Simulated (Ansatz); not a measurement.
The reference is MoSi2 (space group I4/mmm, No. 139; a = 3.217 Å, c = 7.875 Å; relaxed with 0.1 eV smearing). Axes: x, y, z lie along a, b, c of the conventional cell.

The values are results of Ansatz (a quantum-chemistry and plane-wave program), PBE, PAW, cutoff 420 eV, spin-orbit coupling left out, earlier PAW set, not measurements.

One thing is altered: uniaxial strain ε_zz = +2.72 %, all other strain components held at zero, atoms relaxed at fixed cell.

**Question.** Predict the stress tensor and what it implies for the stiffness.

**Answer.** Stress of the strained cell less that of the base (GPa, compression positive):
```
   -2.2     0.0     0.0
    0.0    -2.2     0.0
    0.0     0.0   -11.6
```

Then −Δσ_ii/ε with ε = 0.0272 gives secant stiffness values (nonlinear terms included at this strain): C33 ≈ 428 GPa, C13 ≈ 82 GPa and C23 ≈ 82 GPa.

As a check, the harmonic strain energy −½ V₀ Δσ:ε is 13 meV/atom; the computed energy rise is 14 meV/atom.

Whether these cells are dynamically stable was not tested. All final runs are without spin polarisation.
